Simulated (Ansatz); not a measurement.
Cost and result by functional for the adsorption energy of CO on the 1x1 (100) surface of fcc Cu, one in a 2x2 cell, started at the site 'top Cu', in Ansatz (plane waves, PAW). Single points on the PBE structure, on one kind of machine; costs are rough ratios of the slab run's core time (references not counted) to the cheapest single point. r2SCAN's cost holds its higher cutoff (500 against 420 eV). Differences are taken against r2SCAN for comparison alone: no measured value is at hand, so the table doesn't rank accuracy.

Model: 18-atom slab, 5.3 Å thick at the start under the adsorbate (thin: gaps and levels are the slab's own), 6x6x1 mesh, Fermi-Dirac 0.1 eV, dipole correction, 8 atoms held, the rest relaxed; symmetry of the start imposed; no spin, no spin-orbit, no U, no dispersion correction. At the end it is bonded to Cu. In PBE it is, or lies within 0.03 eV of, the lowest of the starts that converged. These notes are the PBE run's. Adsorption energies are against CO(g). A negative adsorption energy means that the adsorbate is more stable on the surface than in its reference.

```
functional                     relative cost  adsorption energy (eV)  less r2SCAN (eV)
-----------------------------  -------------  ----------------------  ----------------
RPBE                                       1                   -0.56              0.41
r2SCAN                                     2                   -0.97              0.00
PBE (the relaxed run's value)              –                   -0.83              0.14
```

The values span 0.41 eV, while the single points' costs differ by a factor of roughly 2. Differences are of unrounded values.

Ansatz is an electronic-structure program.
